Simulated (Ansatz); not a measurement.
## A computed series for KI: response to strain

Take KI in the CsCl type structure (space group Pm-3m, No. 221; a = 4.292 Å; a model cell, its experimental status unchecked) as the base. Axes: x, y, z lie along the cube axes.

Strains are applied to the cell and any free atomic positions relax; under biaxial strain the out-of-plane vector relaxes too.

Calculations: Ansatz (a quantum-chemistry and plane-wave program), r2SCAN, PAW, cutoff 500 eV, scalar-relativistic without spin-orbit coupling.

Candidates:
(a) biaxial strain −2.41 %, plane normal [001], relaxed out of plane
(b) tensor shear ε_xy = −2.18 %
(c) isotropic strain +1.79 %

Notes on the quantities. energy relative to the base: free energy F.

Problem. Order them by energy relative to the base, lowest first.

Solution. (b) tensor shear ε_xy = −2.18 % (+0.9 meV/atom), (c) isotropic strain +1.79 % (+4.8 meV/atom), (a) biaxial strain −2.41 %, plane normal [001], relaxed out of plane (+6.0 meV/atom)

Stability against distortions was not tested. This is not the structure that KI has at room temperature and ambient pressure.
